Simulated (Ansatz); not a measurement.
Hypothetical P4_32_12 C under a change: pressure 0.3 GPa

The parent structure is C (space group P4_32_12, No. 96; a = 3.8019 Å, c = 4.6811 Å; a hypothetical phase, not in the database extracts checked).

Now apply this change: a hydrostatic pressure of 0.3 GPa.

Computed with PBE in Ansatz (plane waves to 420 eV, PAW, without spin-orbit coupling). Settings: 7×7×6 k-points, 0.05 eV Fermi–Dirac smearing.

* **Volume per atom**: 5.63 Å³ (base 5.64 Å³)
* **Density**: 3.54 g/cm³ (base 3.54 g/cm³)
* **Lattice parameter a**: 380.1 pm (base 380.2 pm)
* **c/a ratio**: 1.231 (base 1.231)
* **Shortest interatomic distance**: 157.2 pm (base 157.2 pm)
* **Enthalpy H = E + PV relative to the base's energy**: +0.01 eV/atom
* **Band gap**: 4.97 eV (an upper bound: an edge found on the path is not a true extremum; both cells) (base 4.97 eV)

Final structure:

```
CELL_PARAMETERS angstrom
      3.80109     0.00000     0.00000
      0.00000     3.80109     0.00000
      0.00000     0.00000     4.67966
ATOMIC_POSITIONS crystal
  C  0.07569 0.07569 0.00000
  C  0.42431 0.57569 0.75000
  C  0.92431 0.92431 0.50000
  C  0.57569 0.42431 0.25000
  C  0.16669 0.37914 0.21643
  C  0.12086 0.66669 0.96643
  C  0.83331 0.62086 0.71643
  C  0.87914 0.33331 0.46643
  C  0.66669 0.12086 0.03357
  C  0.62086 0.83331 0.28357
  C  0.33331 0.87914 0.53357
  C  0.37914 0.16669 0.78357
```

Load acts through the strain it causes; cell and atoms are relaxed under it. Gaps are read on the SCF mesh and a high-symmetry path. No phonon test of stability was made.

Ansatz is a first-principles code.
